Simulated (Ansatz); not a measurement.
# ZnS, response to strain

The parent structure is ZnS in the zinc blende structure (space group F-43m, No. 216; a = 5.357 Å). Axes: x, y, z lie along the cube axes.

Strains are applied to the cell and any free atomic positions relax; under biaxial strain the out-of-plane vector relaxes too.

Level of theory: plane-wave PAW DFT at the PBEsol level (Ansatz, a first-principles code, 420 eV), without spin-orbit coupling.

Candidates:
(a) biaxial strain +2.45 %, plane normal [001], relaxed out of plane
(b) biaxial strain −2.89 %, plane normal [110], relaxed out of plane
(c) biaxial strain −1.70 %, plane normal [111], relaxed out of plane

### Question
Order them by out-of-plane strain, lowest first.

### Answer
(a) biaxial strain +2.45 %, plane normal [001], relaxed out of plane (-3.03 %), (c) biaxial strain −1.70 %, plane normal [111], relaxed out of plane (+1.13 %), (b) biaxial strain −2.89 %, plane normal [110], relaxed out of plane (+2.40 %)

Whether these cells are dynamically stable was not tested.
